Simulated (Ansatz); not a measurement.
Carrier properties of GaAs under load (space group R3m)

Here is the system:

```yaml
crystal:
  lattice:
    - [0.01558, 2.84488, 2.84488]
    - [2.84488, 0.01558, 2.84488]
    - [2.84488, 2.84488, 0.01558]
  atoms:
    - { symbol: Ga, position: [0.00035, 0.00035, 0.00035] }
    - { symbol: As, position: [0.24965, 0.24965, 0.24965] }
```

The numbers are results of r2SCAN with spin-orbit coupling, rigid bands (plane waves, PAW; Ansatz, a quantum-chemistry and plane-wave program), not measurements. Condition of this run: uniaxial stress along [111] of -1 GPa (compression positive) (the target of the relaxation). Cell: cell and atoms relaxed with r2SCAN, then loaded as said.

- band gap: 0.81 eV
- electron conductivity mass (300 K, dilute): 0.056 mₑ
- hole conductivity mass (300 K, dilute): 0.38 mₑ
- effective density of states N_c (300 K): 3.2e17 cm⁻³
- effective density of states N_v (300 K): 6.7e18 cm⁻³
- density-of-states mass, electrons: 0.054 mₑ
- density-of-states mass, holes: 0.42 mₑ
- Seebeck coefficient, n-type 1e19 cm⁻³, 300 K: -43 μV/K
- Seebeck coefficient, p-type 1e19 cm⁻³, 300 K: 236 μV/K

Rigid bands; masses and Seebeck coefficients take one relaxation time τ for all states and one kind of carrier; polarons and phonon drag are left out.
